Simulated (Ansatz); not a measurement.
Consider ZnS in the zinc blende structure (space group F-43m, No. 216; a = 5.357 Å). Axes: x, y, z lie along the cube axes.

The values are results of PBEsol/PAW in Ansatz (an electronic-structure program), without spin-orbit coupling, not measurements.

Now apply this change: tensor shear ε_xy = −1.38 % (engineering shear γ = -0.0276), atoms relaxed at fixed cell.

Task: Predict the stress tensor and what it implies for the stiffness.

Result: Stress of the strained cell less that of the base (GPa, compression positive):
```
   0.01    1.34    0.00
   1.34    0.01    0.00
   0.00    0.00   -0.01
```

Then −Δσ/γ with γ = 2ε = -0.0276 gives secant stiffness values (nonlinear terms included at this strain): C66 ≈ 49 GPa.

Whether these cells are dynamically stable was not tested.
